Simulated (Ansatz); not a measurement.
Take WSe₂ in the 2H-MoS2 type structure (space group P6_3/mmc, No. 194; a = 3.300 Å, c = 13.151 Å; layered, stacked along the Cartesian z axis) as the base.

Computed with r2SCAN+rVV10 (Ansatz, a first-principles code, PAW, no spin-orbit coupling).

For the base:

Valence-band top at Γ: 0.00, -1.06, -1.29 eV
Volume per atom: 20.67 Å³

Perturbation: full substitution Se → S, then cell and atoms are relaxed.

Question: How does this affect the valence-band top at Γ?

Answer: The valence-band top at Γ (three highest levels, from the VBM) changes from 0.00, -1.06, -1.29 eV to 0.00, -1.17, -1.71 eV.

Question: What does the calculation give for the volume per atom after the change?

Answer: The volume per atom falls by 2.55 Å³ to 18.12 Å³.

Spin-orbit coupling, missing from the scalar runs, can matter with W. The levels and masses belong to the bands next to the band gap. Whether these cells are dynamically stable was not tested.
